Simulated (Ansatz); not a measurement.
ZrSi2: Si → Ga

Start from ZrSi2 (space group Cmcm, No. 63; a = 3.6887 Å, b = 14.8584 Å, c = 3.6668 Å).

The change: full substitution Si → Ga; the structure is relaxed again.

Level of theory: r2SCAN (Ansatz, a first-principles code, PAW, spin-orbit coupling left out). Settings: 12×12×12 k-points, 0.05 eV Fermi–Dirac smearing, for the changed cell.

```json
{
  "volume_per_atom": "18.32 Å³ (base 16.75 Å³)",
  "density": "6.97 g/cm³ (base 4.87 g/cm³)",
  "space_group": "Cmcm (No. 63) (base Cmcm (No. 63))",
  "shortest_interatomic_distance": "2.653 Å (base 2.393 Å)",
  "band_gap": "zero (base zero)"
}
```

Cost of the whole job for the changed cell (relaxation, final SCF and bands): very roughly 18 core-minutes.

Stability against distortions was not tested. As relaxed here, ZrGa2 is a hypothetical phase, not in the database extracts checked. All final runs are without spin polarisation. ZrGa2 has a high density of states at the Fermi level and may be magnetic at this level.
